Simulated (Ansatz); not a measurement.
Take a 24-atom supercell of FeS2 (space group Pnnm, No. 58; a = 4.367 Å, b = 5.333 Å, c = 3.344 Å; non-magnetic) at its relaxed geometry as the base.

Method: Kohn–Sham DFT with the PBEsol functional, run in Ansatz (an electronic-structure program) with PAW and 420 eV plane waves, without spin-orbit coupling.

One neutral defect a cell, atoms relaxed at fixed cell.

One change was made to it. Results:

The largest displacement of a host atom from its site in the perfect cell amounts to 0.21 Å; the gap of the supercell becomes zero (base: 0.96 eV); the pressure goes from zero to -1.7 GPa; the total moment of the cell amounts to 0.0 μB.

Q: What was done to the base?
(A) Te on a S site
(B) S vacancy
(C) Li interstitial (started 2.02 Å from the nearest host atom)

A: B, S vacancy. For comparison, the pressure in the other runs: Li interstitial (started 2.02 Å from the nearest host atom) gives 5.9 GPa; Te on a S site gives 6.5 GPa.

Other magnetic orders, which the real material may have, were not ruled out. The cell is small, so the values are those of an ordered compound at a high defect concentration; dilute-limit values will differ. The mesh was chosen for an insulator and is coarse for the gapless case. With Te present, leaving out spin-orbit coupling can change the band edges. Seeded moments were not kept for S vacancy, the base, Li interstitial (started 2.02 Å from the nearest host atom) and Te on a S site. Spin-polarised in the final run: S vacancy, Li interstitial (started 2.02 Å from the nearest host atom) and Te on a S site; the other runs are not.
